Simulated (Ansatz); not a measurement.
For Al (model structure, started from the Bi type, I4/mcm, No. 140, 4 atoms in the cell), PBE (Ansatz, a quantum-chemistry and plane-wave program, PAW) gives:

- lattice constant a: 8.214 Å
- lattice parameter c: 2.739 Å
- bulk modulus B0: 49.9 GPa
- cohesive energy: 3.21 eV/atom

### Question
What does r²SCAN (plane waves, PAW; Ansatz) give for the same quantities?

### Answer

- lattice constant a: 8.149 Å (drops by 0.8 %)
- lattice parameter c: 2.713 Å (shrinks by 0.9 %)
- bulk modulus: 56.1 GPa (increases by 12 %)
- cohesive energy: 3.35 eV/atom (rises by 0.14 eV/atom)

Changes are worked out from the printed values.

Unless a cell is named, each level is at its own relaxed cell (PBE 23.11, r²SCAN 22.52 Å³/atom).

Caveats: the bulk modulus is −V dP/dV from two relaxed cells at ±2 % in volume (PBE, r²SCAN). Ansatz's density-functional and Hartree–Fock values are scalar-relativistic unless marked +SOC, with PAW data made under PBE.

A model structure was made by putting elements into a prototype or built by hand; it is no filed structure, need not be a known phase, and can be a saddle point held by its symmetry.
